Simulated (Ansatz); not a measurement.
A constructed model of the (111)B surface of 3C silicon carbide, C-terminated, (√3x√3)R30° Ga adatom at H3 (bottom of the slab: 3 H on 3 bottom sites)

Method: r2SCAN, at the PBE geometry (plane waves to 500 eV, PAW; Ansatz, an electronic-structure program).

Set-up: 28 atoms, 10.8 Å thick at the start with caps and adatoms (thin: gaps and levels are the slab's own); mesh 6x6x1; 0.025 eV smearing; dipole correction on; single point; on the structure that PBE left under its start's symmetry; no spin, no spin-orbit, no U. In PBE it is, or lies within 0.01 eV a 1x1 cell of, the lowest of the 2 structures of its composition computed so far; subsurface sites and larger cells were not tried.

```json
{
  "gap_of_the_slab_on_its_k_mesh": "1.31 eV",
  "highest_filled_level_below_the_top_vacuum_level": "4.84 eV",
  "cost": "roughly 110 core-seconds"
}
```
